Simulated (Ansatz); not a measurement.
Converging the plane-wave cutoff: TiZn3 (P4mm, 4 atoms in the cell)

```yaml
crystal:
  lattice:
    - [3.86919, 0.00000, 0.00000]
    - [0.00000, 3.86919, 0.00000]
    - [0.00000, 0.00000, 3.86919]
  atoms:
    - { symbol: Ti, position: [0.00000, 0.00000, 0.01292] }
    - { symbol: Zn, position: [0.00000, 0.50000, 0.50000] }
    - { symbol: Zn, position: [0.50000, 0.00000, 0.50000] }
    - { symbol: Zn, position: [0.50000, 0.50000, 0.00000] }
```

Method: LDA (PW92), default PAW files made with PBE (plane waves; Ansatz, a first-principles code).

Base settings: basis.ecutwfc = 420 eV; kpoints.mp_grid.grid = 7 7 7; hamiltonian.xc = lda; hamiltonian.pseudopotentials = {kind: paw} (the program's default PAW files); scf.occupations.method = fermi_dirac; scf.occupations.width = 0.1 eV.

The second cell is the first with its lattice scaled by 0.98.

The mesh stays at the base's, so the ladder's end is converged at best in this setting alone.

The first pressure column holds Ansatz's estimate of the finite-basis (Pulay) stress, which hides part of the cutoff error; the other is without it.

Only quantities that move along the ladder and can be compared are tabulated.

The count of work is k-points × plane waves × bands × iterations; it is no time. 

The starting cell comes from a database of computed structures (which also holds hypothetical and non-ambient phases and stackings), without a prior relaxation at this level. Its lattice was rescaled by up to half a per cent. One atom was moved a little off its site on purpose. Spin polarisation is off. In the base run, with a pressure of about -5 GPa the cell is away from its equilibrium volume at this level.

Steps (basis.ecutwfc): 145 eV; 170 eV; 190 eV; 210 eV; 230 eV; 250 eV; 295 eV; 335 eV; 380 eV; 420 eV; 460 eV; 505 eV; 565 eV; 630 eV; 735 eV; 840 eV; 1010 eV.

Problem. What is the coarsest basis.ecutwfc that holds the pressure within 1 GPa of the last step, with all finer ones?

Solution. 295 eV, at 0.19 of the last step's count of work; the step before is off by 5.7 GPa.

Problem. What is the coarsest basis.ecutwfc that holds the pressure without the Pulay estimate within 0.2 GPa of the last step, with all finer ones?

Solution. 420 eV, at 0.27 of the last step's count of work; the step before is off by 0.31 GPa.

Problem. What is the coarsest basis.ecutwfc that holds the energy of the compressed cell less the first within 0.2 meV/atom of the last step, with all finer ones?

Solution. 335 eV, at 0.25 of the last step's count of work; the step before is off by 4.1 meV/atom.

```tsv
basis.ecutwfc	free energy less the last step's (meV/atom)	energy of the compressed cell less the first (meV/atom)	pressure (GPa)	pressure without the Pulay estimate (GPa)	largest difference of a force vector from the last step's (eV/Å)	count of work / last
145 eV	33018.29	187.87	-16.96	-1101.51	0.223	0.086
170 eV	15609.31	74.81	-19.16	-602.47	0.110	0.079
190 eV	8649.39	-0.75	-14.96	-376.51	0.319	0.11
210 eV	4743.69	-21.50	-2.94	-237.45	0.220	0.11
230 eV	2428.66	-21.38	-1.37	-144.11	0.019	0.13
250 eV	1162.39	15.77	0.26	-83.97	0.097	0.13
295 eV	168.64	-7.20	-4.81	-21.98	0.019	0.19
335 eV	24.07	-11.13	-5.37	-8.31	0.002	0.25
380 eV	3.68	-11.19	-5.44	-5.75	0.001	0.23
420 eV	1.67	-11.22	-5.43	-5.49	0.000	0.27
460 eV	1.19	-11.22	-5.43	-5.45	0.000	0.31
505 eV	1.04	-11.23	-5.43	-5.44	0.000	0.36
565 eV	0.83	-11.26	-5.44	-5.46	0.000	0.43
630 eV	0.49	-11.26	-5.44	-5.46	0.000	0.58
735 eV	0.15	-11.26	-5.44	-5.45	0.000	0.71
840 eV	0.06	-11.26	-5.44	-5.44	0.000	0.98
1010 eV	0.00	-11.26	-5.44	-5.44	0.000	1.0
```

The energy difference between the two cells stays within 1 meV/atom of the last step's from 335 eV on, the total only from 565 eV on: much of the error is common to both cells and cancels.

Two neighbours can agree and both be off: 210 eV and 230 eV differ by 0.12 meV/atom in the energy of the compressed cell less the first, yet lie about 10 meV/atom from the last step.

At the lowest cutoff the pressure without the Pulay estimate lies 1100 GPa under the last step's, the usual sign of Pulay stress in an incomplete plane-wave basis.

Keys are those of Ansatz 0.2.
